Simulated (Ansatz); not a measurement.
Tunnelling through a barrier is set by its complex band structure: the current falls as exp(−2κd) with the smallest κ.

Here is the system:

```yaml
crystal:
  lattice:
    - [4.01340, 0.00000, 0.00000]
    - [0.00000, 4.01340, 0.00000]
    - [2.00670, 2.00670, 2.83790]
  atoms:
    - { symbol: Al, position: [0.00000, 0.00000, 0.00000] }
    - { symbol: As, position: [0.25000, 0.75000, 0.50000] }
```

The cell is taken as given; by LDA it stands under a pressure of -1.8 GPa.

Transport runs along the normal of the first two printed cell vectors, the (001) plane of the conventional cell.

The gap is the functional's own, uncorrected, and κ follows it; spin-orbit coupling is left out. Mid-gap means the computed energy nearest the middle.

Problem. State the band gap and the smallest decay constant κ at mid-gap according to LDA (Ansatz, a first-principles code).

Solution. Gap 1.36 eV on a 10×10×10 mesh; κ = 0.107 1/Å, at the zone centre.
